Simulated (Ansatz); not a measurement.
**tetragonal indium (0 0 1) on 3C silicon carbide (0 0 1) (film strained to the substrate, started from cuts of the bulks and a machine-learned relaxation; slabs C30Si25 and In16, which can lie off the formulas)**

A periodic stack without vacuum, tetragonal indium (0 0 1) on 3C silicon carbide (0 0 1) (film strained to the substrate, started from cuts of the bulks and a machine-learned relaxation; slabs C30Si25 and In16, which can lie off the formulas): substrate slab C30Si25, film In16, surface cells [[-3, -1], [-1, -2]] and [[0, 2], [-2, 0]], film strained by +4.0 and +4.0 %, outermost planes C/C and In/In as cut, which need not be the usual terminations and can put a slab off its formula.

The start was prepared with a machine-learned potential, and the result is one local minimum, with the in-plane cell held and forces under 0.04 eV/Å; the film can end far from its bulk form.

The numbers are results of PBE (plane waves to 420 eV, PAW; Ansatz, a quantum-chemistry and plane-wave program), not measurements. Spin–orbit coupling is left out; the runs are not spin-polarised; PBE gaps are too small against experiment. Its k-point mesh 4×4×1, Fermi–Dirac width 0.05 eV.

The interface area comes out as 48.0 Å² and the period is 21.01 Å. The heights between the nearest atoms of the two slabs at the two interfaces is 1.32 and 1.32 Å. The C–In contacts across the interfaces within 1.22 times the sum of covalent radii is 16, mean 2.27 Å and the hole barrier (PBE) is 0.39 eV. The electron barrier (PBE) is 0.99 eV.

```xyz
71
Lattice="6.9254 0.0000 0.0168 0.0000 6.9253 0.0348 -0.0613 -0.1179 21.0105" Properties=species:S:1:pos:R:3 pbc="T T T"
C      4.8324     2.7426     2.8098
C      2.1139     4.1837     2.9358
C      3.4307    -0.0091     2.7797
C      0.6254     1.2999     2.9178
C      6.2345     5.4940     2.8140
C      4.3443     4.7077     0.6379
C      1.3749     6.2159     0.6670
C      2.0678     2.4060     0.8303
C      0.6810     3.0979     0.8305
C      5.3312     0.7990     0.6215
C      4.8222     2.7204     7.2023
C      2.0597     4.1078     7.2470
C      3.4502    -0.0683     7.2255
C      0.6589     1.3327     7.2296
C      6.1937     5.5088     7.2601
C      4.1532     4.8223     5.0483
C      1.3644     6.1937     5.0890
C      2.7523     2.0310     5.0270
C     -0.0231     3.4317     5.0273
C      5.5013     0.6404     5.0304
C      4.8113     2.6979    11.6241
C      1.6961     3.3946    11.4403
C      3.3031    -0.2712    11.6345
C      1.0016     2.0031    11.4324
C      6.3200     5.6670    11.6717
C      4.1057     4.7698     9.4937
C      1.3539     6.1719     9.4809
C      2.7962     1.9654     9.3386
C     -0.0875     3.4540     9.3390
C      5.5277     0.6480     9.4765
Si     5.5188     4.1270     3.9252
Si     2.7665     5.5522     3.9879
Si     4.1410     1.3468     3.9078
Si     1.3672     2.7367     3.9480
Si    -0.0323    -0.0791     3.9528
Si     6.2479     2.0014     1.7552
Si     3.4219     3.4941     1.7553
Si     4.8353     6.2108     1.6866
Si     1.9551     0.6839     1.7425
Si     0.7898     4.8115     1.7604
Si     5.4666     4.1143     8.3121
Si     2.7468     5.4884     8.3745
Si     4.1724     1.3154     8.2950
Si     1.3567     2.7148     8.3177
Si    -0.0334    -0.0591     8.3397
Si     6.2091     2.0303     6.1230
Si     3.4402     3.4214     6.1235
Si     4.8246     6.1884     6.1585
Si     2.0575     0.6476     6.1419
Si     0.6663     4.8038     6.1594
Si     6.2133     2.1207    10.5228
Si     3.4148     3.2867    10.5217
Si     4.8139     6.1659    10.6309
Si     2.0974     0.6540    10.5104
Si     0.6055     4.7535    10.5268
In     4.0331     4.6019    15.5688
In     0.6216     4.0882    15.3803
In     5.5576     0.7218    15.5530
In     2.0498     1.2419    15.3683
In     5.6617     4.1219    13.1046
In     3.9557     1.2591    13.0867
In     7.1291     7.3467    13.0054
In     2.4856     4.9620    12.9817
In     5.9722     3.7834    20.3255
In     2.7503     5.2556    20.2049
In     3.5893     1.5034    20.3077
In    -0.1143     0.0345    20.1722
In     6.8222     1.9414    17.9110
In     2.7454     3.3686    17.9088
In     6.3164     5.3554    17.7496
In     3.2694     6.8790    17.7483
```
